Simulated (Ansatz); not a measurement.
Start from TiO₂ in the anatase structure (space group I4_1/amd, No. 141; a = 3.7393 Å, c = 9.4551 Å). Axes: x, y, z lie along a, b, c of the conventional cell.

The values are results of LDA in Ansatz (plane waves to 420 eV, PAW, no SOC), not measurements.

It is then changed as follows: every lattice vector is shortened by 3.00 %; the atoms relax in the strained cell.

Question: Predict the stress tensor and what it implies for the stiffness.

Answer: Stress of the strained cell less that of the base (GPa, compression positive):
```
  27.00    0.00    0.00
   0.00   27.00    0.00
   0.00    0.00   18.52
```

Then B = −ΔP/(ΔV/V₀) with ΔV/V₀ = -0.0873 gives secant stiffness values (nonlinear terms included at this strain): B (at held cell shape, above the free-shape value) ≈ 277 GPa.

As a check, the harmonic strain energy −½ V₀ Δσ:ε is 75 meV/atom; the computed energy rise is 67 meV/atom.

Whether these cells are dynamically stable was not tested. The final runs are not spin-polarised.

Ansatz is a first-principles code.
